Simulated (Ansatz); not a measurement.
Output of an Ansatz run (abridged):

```
WARN ansatz: RAYON_NUM_THREADS=1 ignored (pool sized by the plan → 1); use --threads N
Pseudopotentials: kind: paw
Pseudopotential: Lu, paw, valence charge 25
Pseudopotential: Tl, paw, valence charge 13
Crystal: 2 atoms, lattice volume = 50.176 Å³
Basis set: ecut = 420 eV, 977 PW (Γ)
Bands: 23, of which v1, the nominal top of the filled ones, is band 19 counted from 1 (18 counted from 0)
Symmetry: 16 space group operations
Space group: P4/mmm (ITA 123), of the structure as read, at distance tolerance 3.7e-5 Å
k-points: 75 of 729
PAW frozen core: Lu, regenerated for the run's functional, and the local potential with it
PAW frozen core: Tl, regenerated for the run's functional, and the local potential with it
Initial density: superposition of atomic densities (neutral atoms: chi_scale 0, normalization atom), corrected by the library's trained network
Initial wavefunctions: pseudopotential atomic-orbital guess
Eigensolver: davidson
Functional: x = slater, c = lda
SCF iter   1: F=—  HF=-25640.279221 eV  |F-HF|=—  |Δ(HF+E_count)|=         —  Δρ=4.99e-3  dr2=1.04e-2  ethr=1.77e-3  ⟨swp⟩=5.4  Hψ=8758  notcnv=0
all-band conjugate gradients solve this SCF's bands
preconditioner: auto → Kerker (q_TF=auto, 2.605 Å⁻¹)
SCF iter   2: F=—  HF=-25640.274153 eV  |F-HF|=—  |Δ(HF+E_count)|=   5.07e-3  Δρ=2.84e-3  dr2=3.49e-3  ethr=2.73e-5  ⟨swp⟩=2.4  Hψ=4043  notcnv=0
SCF iter   3: F=—  HF=-25640.273651 eV  |F-HF|=—  |Δ(HF+E_count)|=   5.03e-4  Δρ=1.51e-3  dr2=1.32e-3  ethr=9.18e-6  ⟨swp⟩=2.7  Hψ=3535  notcnv=0
SCF iter   4: F=—  HF=-25640.273225 eV  |F-HF|=—  |Δ(HF+E_count)|=   4.25e-4  Δρ=5.48e-4  dr2=2.29e-4  ethr=3.47e-6  ⟨swp⟩=2.4  Hψ=3072  notcnv=0
SCF iter   5: F=—  HF=-25640.273187 eV  |F-HF|=—  |Δ(HF+E_count)|=   3.82e-5  Δρ=1.05e-4  dr2=6.19e-6  ethr=6.04e-7  ⟨swp⟩=2.1  Hψ=3022  notcnv=0
SCF iter   6: F=—  HF=-25640.273186 eV  |F-HF|=—  |Δ(HF+E_count)|=   7.56e-7  Δρ=2.82e-5  dr2=5.41e-7  ethr=1.63e-8  ⟨swp⟩=2.3  Hψ=3236  notcnv=0
SCF iter   7: F=-25640.273186 eV  HF=-25640.273186 eV  |F-HF|=4.47e-8  |Δ(HF+E_count)|=   9.18e-8  Δρ=1.03e-5  dr2=6.77e-8  ethr=2.63e-10  ⟨swp⟩=9.5  Hψ=11980  notcnv=0
SCF 1 converged in 7 iterations: F = -25640.273186 eV  dr2 = 6.77e-8
SCF converged after 7 iterations
Free energy (F): -25640.273186 eV
Harris-Foulkes:  -25640.273186 eV  (|F-HF|=4.47e-8)
Internal energy: -25640.223861 eV  (E = F + TS)
E sigma→0 (E₀):  -25640.248524 eV
Entropy (-TS):   -0.049325 eV (-24.663 meV/atom)
Fermi energy:    14.220779 eV
--- Per-component energies (eV) ---
  E_band       = 48.439219
  E_kinetic    = 754.415366
  E_local      = -7602.490018  (includes V_loc(G=0)·N_el)
  E_nonlocal   = 908.557722
  E_hartree    = 3160.899917
  E_xc         = -445.312578
  E_vxc        = -401.215867  (∫ρ·V_xc dr)
  E_paw        = -17006.081270  (= ΣΔE_a)
  E_vpaw       = 67.361646  (= ΣTr[D̂ρ^β])
  E_aug_tail   = 0.000063  (compensation charges beyond the density's cutoff)
  E_ewald      = -5412.390137
  E_core_change = 2.177074  (= ΣΔE_core)
  E_smearing   = -0.049325  (= −TS)
  E_closure    = 0.000000  (closes the sum)
  Σ components = -25640.273186   (vs F -25640.273186, Δ=0.00e0)
--- Forces (eV/Å), atoms counted from 1 ---
  atom   1  Lu     0.00000000    -0.00000000     0.00000000
  atom   2  Tl     0.00000000     0.00000000     0.00000000
  max |Σ_I F_I| component: 3.55e-30 eV/Å
--- Stress (GPa, compression-positive) ---
       -3.576659       0.000000       0.000000
        0.000000      -3.576659       0.000000
        0.000000       0.000000      -3.093344
  P = ⅓ Tr σ = -3.4156 GPa (-34.156 kbar)
  The stress holds the Pulay correction. Without it, at fixed plane waves, as pw.x and ABINIT print it: P = -3.4637 GPa
--- Band table (eV; the first three rows and the last of 75) ---
  k-point 0: bands = ["-42.5200", "-13.1940", "-13.1063", "-13.1063", "2.4483", "2.5308", "2.7834", "2.7834", "2.8413", "4.5906", "8.6600", "8.6605", "8.6682", "8.6682", "8.6785", "8.6785", "8.6818", "14.1387", "14.2407", "16.2147", "18.0355", [...]
  k-point 1: bands = ["-42.5198", "-13.2041", "-13.1058", "-13.1058", "2.4521", "2.5544", "2.7804", "2.7804", "2.8426", "4.7393", "8.6575", "8.6609", "8.6692", "8.6692", "8.6808", "8.6808", "8.6827", "13.5069", "14.2373", "16.1101", "17.0510", [...]
  k-point 2: bands = ["-42.5193", "-13.2296", "-13.1046", "-13.1046", "2.4620", "2.6132", "2.7728", "2.7728", "2.8459", "5.1732", "8.6519", "8.6620", "8.6716", "8.6716", "8.6849", "8.6868", "8.6868", "12.0540", "14.2286", "16.2500", "16.2500", [...]
  k-point 74: bands = ["-42.5067", "-13.2673", "-13.2671", "-13.2305", "2.5611", "2.6094", "2.6168", "2.9976", "3.0784", "8.4858", "8.6630", "8.6635", "8.6727", "8.6870", "8.6880", "8.6942", "9.7124", "11.8082", "11.8185", "12.4427", "17.3440", [...]
```

The structure:

```xyz
2
Lattice="3.5769 0.0000 0.0000 0.0000 3.5769 0.0000 0.0000 0.0000 3.9218" Properties=species:S:1:pos:R:3 pbc="T T T"
Lu     0.0000     0.0000     0.0000
Tl     1.7884     1.7884     1.9609
```

**Question.** Write an input that gives this output.

**Answer.** Other spellings and defaults could give the same log, and not every line can be read from it. The input that was run (DFT, LDA (PW92), plane waves, default PAW files made with PBE):

Ansatz 0.2 input:
```yaml
crystal:
  lattice:
    - [3.576896, 0.000000, 0.000000]
    - [0.000000, 3.576896, 0.000000]
    - [0.000000, 0.000000, 3.921802]
  atoms:
    - { symbol: Lu, position: [0.000000, 0.000000, 0.000000] }
    - { symbol: Tl, position: [0.500000, 0.500000, 0.500000] }
basis:
  ecutwfc: 420.0
kpoints:
  mp_grid: { grid: [9, 9, 9] }
hamiltonian:
  xc: lda
  pseudopotentials: { kind: paw }
scf:
  occupations: { method: fermi_dirac, width: 0.1 }
output:
  forces: true
  eigenvalues: true
  stress: true
```

The starting cell comes from a database of computed structures (which also holds hypothetical and non-ambient phases and stackings), without a prior relaxation at this level. Its lattice was rescaled by up to half a per cent. Spin-orbit coupling is off. With a pressure of about -3 GPa the cell is away from its equilibrium volume at this level. Ansatz's pressure includes its estimate of the finite-basis (Pulay) stress.

Ansatz is a first-principles code.
